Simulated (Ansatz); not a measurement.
B on a Al site (surface) in a 2x2 cell of the 1x1 (0001) surface of corundum (cut with top plane Al)

Host crystal: corundum, with a band gap (PBE, scalar-relativistic without spin-orbit coupling).

Computed with PBE (plane waves to 420 eV, PAW; Ansatz, a program for electronic structure).

Model: 80-atom slab, 6.7 Å thick at the start (thin: gaps and levels are the slab's own), 3x3x1 mesh, Fermi-Dirac 0.01 eV, dipole correction, 16 atoms held, the rest relaxed; held to the start's symmetry, so lower structures may exist; no spin, no spin-orbit, no U.

```json
{
  "formation energy against fcc Al, alpha boron": "0.085 eV",
  "gap_of_the_slab_on_its_k_mesh": "4.78 eV",
  "highest_filled_level_below_the_top_vacuum_level": "6.91 eV",
  "change_of_the_step_from_the_bottom_to_the_top_vacuum_level_against_the_clean_slab": "0.37 eV",
  "energy_released_by_relaxation": "3.58 eV",
  "largest_move_of_a_host_atom": "0.32 Å"
}
```
